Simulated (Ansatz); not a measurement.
BP (model structure, started from the BN type, Pm-3n, No. 223, 12 atoms in the cell)

Level of theory: LDA (plane waves, PAW; Ansatz, an electronic-structure program).

Numerical settings: plane-wave cutoff 520 eV, 6×6×6 k mesh, Fermi–Dirac smearing 0.01 eV, scalar-relativistic PAW data made under PBE.

Cell (relaxed with PBEsol):

```
BP
1.0
    5.56185     0.00000     0.00000
    0.00000     5.56185     0.00000
    0.00000     0.00000     5.56185
B P
6 6
Cartesian
  1.39046   0.00000   2.78093
  2.78093   1.39046   0.00000
  2.78093   4.17139   0.00000
  4.17139   0.00000   2.78093
  0.00000   2.78093   4.17139
  0.00000   2.78093   1.39046
  1.39046   2.78093   0.00000
  0.00000   1.39046   2.78093
  0.00000   4.17139   2.78093
  4.17139   2.78093   0.00000
  2.78093   0.00000   4.17139
  2.78093   0.00000   1.39046
```

* **band gap**: 0.49 eV (indirect)
* **smallest direct gap on the k points sampled**: 0.93 eV
* **Γ–Γ gap**: 1.24 eV

Note: the relaxation could raise the start's symmetry but not lower it, so the cell can be a saddle point; cell and atoms aren't relaxed at this level (pressure -2.7 GPa).

Static lattice: no zero-point or thermal effects.

Computing time: very roughly 30 core-seconds.

A model structure was made by putting elements into a prototype or built by hand; it is no filed structure, need not be a known phase, and can be a saddle point held by its symmetry.
